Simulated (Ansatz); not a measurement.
The starting structures come from a database of crystals and need not be the phases stable at ambient conditions.

**Evanescent states of BiBrO (P4/nmm, not sure to be the ambient phase, 6 atoms a cell, 21.0 Å³ an atom) along the normal of (110)**

Level of theory: r2SCAN (plane waves, PAW; Ansatz, a program for electronic structure).

The gap is the functional's own. No spin-orbit coupling. Mid-gap values are interpolated on the energy grid.

Energies count from the valence-band top; κ is the least over a 6×4 mesh across the current.

| E (eV) | κ (1/Å) | where |
|---|---|---|
| 0.07 | 0.118 | off Γ |
| 0.20 | 0.151 | Γ |
| 0.33 | 0.175 | Γ |
| 0.46 | 0.194 | Γ |
| 0.58 | 0.210 | Γ |
| 0.71 | 0.224 | Γ |
| 0.84 | 0.235 | Γ |
| 0.97 | 0.245 | Γ |
| 1.10 | 0.248 | off Γ |
| 1.24 | 0.243 | off Γ |
| 1.36 | 0.238 | off Γ |
| 1.50 | 0.231 | off Γ |
| 1.62 | 0.223 | off Γ |
| 1.75 | 0.213 | off Γ |
| 1.89 | 0.199 | off Γ |
| 2.02 | 0.182 | off Γ |
| 2.15 | 0.162 | off Γ |
| 2.27 | 0.137 | off Γ |
| 2.40 | 0.102 | off Γ |
| 2.54 | 0.041 | off Γ |

How thick must the barrier be to attenuate the transmission by 10^4 when the electrodes' Fermi level lies at 1.36 eV, and what attenuation does that film give at 1.62 eV?

d = 4 ln 10 / (2 × 0.238) = 19.3 Å. At 1.62 eV it gives 4 × 0.223/0.238 = 3.7 decades.
